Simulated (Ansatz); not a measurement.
Base system: ZnGeP₂ in the chalcopyrite structure (space group I-42d, No. 122; a = 5.3740 Å, c = 10.6255 Å). Axes: x, y, z lie along a, b, c of the conventional cell.

Computed with LDA/PAW in Ansatz (a program for electronic structure), no spin-orbit coupling.

Base values:

| Quantity | Value |
|---|---|
| Hole mass | 0.099 mₑ along c, 0.32 mₑ across (at Γ) |
| Valence-band top at Γ | 0.00, -0.07, -0.07 eV |

Modification: the cell is stretched by 2.25 % along x with no lateral relaxation, atoms relaxed at fixed cell.

### Question
What does the calculation give for the energy relative to the base, hole mass and valence-band top at Γ after the change?

### Answer
The energy grows by 4.1 meV/atom; the hole mass goes from 0.099 mₑ along c, 0.32 mₑ across (at Γ) to 0.090 mₑ along z, 0.33 mₑ across (at Γ); the valence-band top at Γ (three highest levels, from the VBM) becomes 0.00, -0.06, -0.20 eV (base: 0.00, -0.07, -0.07 eV).

The levels and masses belong to the bands next to the band gap. The cells carry an imposed strain or load. Effective masses come from finite differences of ±0.01 Å⁻¹. Whether these cells are dynamically stable was not tested.
